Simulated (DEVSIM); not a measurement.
# illuminated GaSb p-on-n cell, one wavelength

Device: illuminated GaSb p-on-n cell, one wavelength, at 400 K.

```csv
layer (left to right),material,thickness (μm),Nd (cm⁻³),Na (cm⁻³),τn (s),τp (s),absorption coefficient (cm⁻¹)
1,GaSb,0.0730,-,5.7e17,2e-9,2.4e-10,7100
2,GaSb,0.570,6.2e15,-,2e-9,2e-9,7100
```

Left contact: ohmic, minority electron recombination velocity 200 cm/s. Right contact: ohmic, minority hole recombination velocity 50 cm/s. Voltage is applied to the left contact. Recombination: SRH at mid-gap, radiative, Auger. Light enters at the left, 3.5e16 photons cm⁻² s⁻¹, one pass, no reflection. Mobility is constant in doping.

This is a model device: material constants are rounded textbook-type values typed into the input, and sizes, dopings and lifetimes were drawn at random. Values at 300 K; Nc and Nv go as T^1.5, mobilities as T to minus their exponent, the gap by Varshni's rule with the affinity fixed.

```tsv
parameter	GaSb
gap (eV)	0.726
affinity (eV)	4.06
permittivity	15.7
Nc (cm⁻³)	2.1e17
Nv (cm⁻³)	1.8e19
μn (cm²/Vs)	5000
μp (cm²/Vs)	850
T exponent of μn	2
T exponent of μp	1.7
B (cm³/s)	1e-10
Cn (cm⁶/s)	5e-30
Cp (cm⁶/s)	5e-30
Varshni α (eV/K)	0.00042
Varshni β (K)	140
```

Simulated with DEVSIM: 1D drift-diffusion, Boltzmann statistics, complete ionisation; no tunnelling, impact ionisation, image-force lowering or self-heating.

The potential step across the device at zero bias is 0.417 V and the largest field in the device at zero bias is 45000 V/cm. The dark forward voltage at 1 A/cm² comes out as 0.141 V and the dark forward voltage at 100 A/cm² is 0.395 V.

Dark forward current:

```json
[
 {"V (V)": "0.05", "J (A/cm²)": "0.10"},
 {"V (V)": "0.10", "J (A/cm²)": "0.39"},
 {"V (V)": "0.15", "J (A/cm²)": "1.2"},
 {"V (V)": "0.20", "J (A/cm²)": "3.7"},
 {"V (V)": "0.25", "J (A/cm²)": "10.0"},
 {"V (V)": "0.30", "J (A/cm²)": "23"},
 {"V (V)": "0.35", "J (A/cm²)": "50"},
 {"V (V)": "0.40", "J (A/cm²)": "110"},
 {"V (V)": "0.45", "J (A/cm²)": "240"},
 {"V (V)": "0.50", "J (A/cm²)": "570"},
 {"V (V)": "0.55", "J (A/cm²)": "1400"},
 {"V (V)": "0.60", "J (A/cm²)": "3900"}
]
```
